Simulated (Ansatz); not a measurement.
Consider the following.

```
CELL_PARAMETERS angstrom
      0.05009     3.50280     3.50280
      3.50280     0.05009     3.50280
      3.55289     3.55289     0.00000
ATOMIC_POSITIONS crystal
  K  0.00000 0.00000 0.00000
  I  0.50000 0.50000 0.50000
```

No spin polarisation.

Level of theory: DFT with PBEsol, PAW potentials and a 420 eV plane-wave cutoff in Ansatz (a first-principles code), without spin-orbit coupling. Settings: 8×8×8 k-points, 0.05 eV Fermi–Dirac smearing.

What stress (xx, yy, zz, yz, xz, xy; compression positive) does the calculation give?

(0.01, 0.01, 0.00, 0.00, 0.00, -0.10) GPa.

What is the computed valence-band top at Γ (three highest levels, from the VBM)?

0.00, -0.04, -0.08 eV.

With I present, leaving out spin-orbit coupling can change the band edges. The levels and masses belong to the bands next to the band gap. The cells carry an imposed strain or load. Whether these cells are dynamically stable was not tested. The cell was made from KI in the rock salt structure (space group Fm-3m, No. 225) by this change: tensor shear ε_xy = +1.43 %.
